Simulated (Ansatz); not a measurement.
Al on the C site in 4H silicon carbide (start: the C(k) site; 96-site cell, 2×2×2 shifted sampling). All values below come from PBE, PAW (plane waves to 420 eV; Ansatz, a first-principles code). Total energies of the localised charge states, counted from that of charge +1, and their image corrections (point charge with alignment); the host's valence-band maximum lies at 9.362 eV on the cells' energy zero and its gap is 2.23 eV.

```tsv
charge	moment (μB)	E − E(first) (eV)	correction (eV)
+1	2.0	0.000	0.227
0	1.0	10.396	0.000
−1	not spin-polarised	20.996	0.108
```

### Question
Derive the transition levels above the valence-band maximum and say which of them are thermodynamic.

### Answer
A level is the Fermi energy at which two charges have equal formation energy: ε(q/q′) = [E(q′) + corr(q′) − E(q) − corr(q)] / (q − q′) − E_VBM.
ε(+1/0) = [(10.396 + 0.000) − (0.000 + 0.227)] / 1 − 9.362 = 0.81 eV
ε(0/−1) = [(20.996 + 0.108) − (10.396 + 0.000)] / 1 − 9.362 = 1.35 eV
Thermodynamic levels at least 0.1 eV inside the gap: (+1/0) at 0.81 eV; (0/−1) at 1.35 eV. They hold to tenths of an eV in this cell. Only the charges listed were compared. Flagged in the runs: a host whose relaxation on this sampling wasn't shown to rest, a strain field that reaches the edge of the cell.
